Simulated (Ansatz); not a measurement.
Functionals compared on SiH2 on the (100) surface of germanium (p(2x2) alternately buckled dimers; a constructed slab, bottom: dihydride, held), one in a cell of 66 Å², started at the site 'bridge Ge-Ge (span 4.1 Å)', in Ansatz (plane waves, PAW). The structure was relaxed with PBE; the other rows are single points on it, each with its references at the same level. Cutoff 420 eV (500 eV for r2SCAN).

Slab: 43 atoms, 11.3 Å thick at the start with caps and adatoms under the adsorbate (thin: gaps and levels are the slab's own); k 3x3x1, smearing 0.01 eV, dipole-corrected; 24 atoms held, the rest relaxed; no symmetry held; no spin, no spin-orbit, no U, no dispersion correction. At the end it is bonded to 2 Ge. In PBE it is, or lies within 0.03 eV of, the lowest of the starts that converged. These notes are the PBE run's. Adsorption energies are against SiH4(g) − H2(g). A negative adsorption energy means that the adsorbate is more stable on the surface than in its reference.

| functional | adsorption energy (eV) | rough cost of the single point |
|---|---|---|
| PBE | -0.09 | – |
| RPBE | 0.06 | very roughly 4 core-minutes |
| r2SCAN | (withheld) | about 7 core-minutes (a rough figure) |

**Question.** Some entries are withheld; supply them.

**Answer.** 
- r2SCAN, adsorption energy (eV): -0.19

Ansatz is a program for electronic structure.
